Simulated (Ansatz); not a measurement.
# Ru3W (space group P6_3/mmc, No. 194; a cell from a computed database, its experimental status unchecked)

```cif
data_Ru6W2
_chemical_formula_sum 'Ru6 W2'
_space_group_name_H-M_alt 'P 1'
_space_group_IT_number 1
_cell_length_a 5.44405
_cell_length_b 5.44405
_cell_length_c 4.32417
_cell_angle_alpha 90.000
_cell_angle_beta 90.000
_cell_angle_gamma 120.000
loop_
_space_group_symop_operation_xyz
  'x, y, z'
loop_
_atom_site_label
_atom_site_type_symbol
_atom_site_fract_x
_atom_site_fract_y
_atom_site_fract_z
_atom_site_occupancy
Ru1 Ru 0.16641 0.33282 0.25000 1
Ru2 Ru 0.83359 0.66718 0.75000 1
Ru3 Ru 0.83359 0.16641 0.75000 1
Ru4 Ru 0.16641 0.83359 0.25000 1
Ru5 Ru 0.66718 0.83359 0.25000 1
Ru6 Ru 0.33282 0.16641 0.75000 1
W1 W 0.33333 0.66667 0.75000 1
W2 W 0.66667 0.33333 0.25000 1
```

Computed with plane-wave PAW DFT at the PBEsol level (Ansatz, a quantum-chemistry and plane-wave program, 420 eV), no SOC. Settings: 10×10×11 k-points, 0.05 eV Fermi–Dirac smearing.

The volume per atom comes out as 13.87 Å³ and the density comes out as 14.57 g/cm³. The band gap is zero and the total energy is -6926.583 eV/atom (σ→0; compares only within this code and set-up).

Whether these cells are dynamically stable was not tested. All final runs are without spin polarisation.
